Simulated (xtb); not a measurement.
xtb 6.7.1, GFN1-xTB: Cr(S)2(OSiH3)2 ([SiH3][O][Cr](=[S])(=[S])[O][SiH3]), 13 atoms. The geometry is a generated start, not checked to be a minimum at this level.

* **method**: GFN1-xTB
* **--acc**: 1 (default)
* **--etemp (K)**: 300 (default)
* **detailed input (--input)**: none: ANC optimiser, Lindh (1995) Hessian, microcycle=20, maxdispl=1.0, hlow=0.01 (default)
* **basis functions**: 70
* **valence electrons**: 44

```xyz
13

Cr    -0.5787     0.8375     0.2780
S     -1.0352     2.4697    -0.9028
S     -1.5114     1.2059     2.0817
O      1.1013     0.8451     0.5508
Si     2.7082     0.8356     0.8000
H      2.9031     1.7006     1.9660
H      3.3012     1.3546    -0.4359
H      3.0251    -0.5818     1.0364
O     -1.3256    -0.5255    -0.4182
Si    -2.0321    -1.8109    -1.1192
H     -1.0461    -2.8898    -0.9565
H     -2.2428    -1.4282    -2.5229
H     -3.2670    -2.0130    -0.3572
```

Charge 0 and multiplicity 1 are set for this test and not shown to be the ground state.

The structure is relaxed from this start with --opt LEVEL for the levels crude, sloppy, loose, lax, normal, tight, vtight, extreme, once each. Up to the end of the extreme run atoms move by at most 0.70 Å along an axis.

Task: Choose the cheapest level whose final energy lies within 5 meV of that of extreme.

Result: lax: 17 cycles against 82, ending 3.0 meV above.

```tsv
level	cycles	energy above the extreme run (meV)	gradient norm (eV/Å)
crude	4	23	0.41
sloppy	6	14	0.074
loose	8	11	0.15
lax	17	3.0	0.11
normal	22	2.3	0.034
tight	44	0.65	0.012
vtight	68	0.040	0.0031
extreme	82	—	0.0024
```
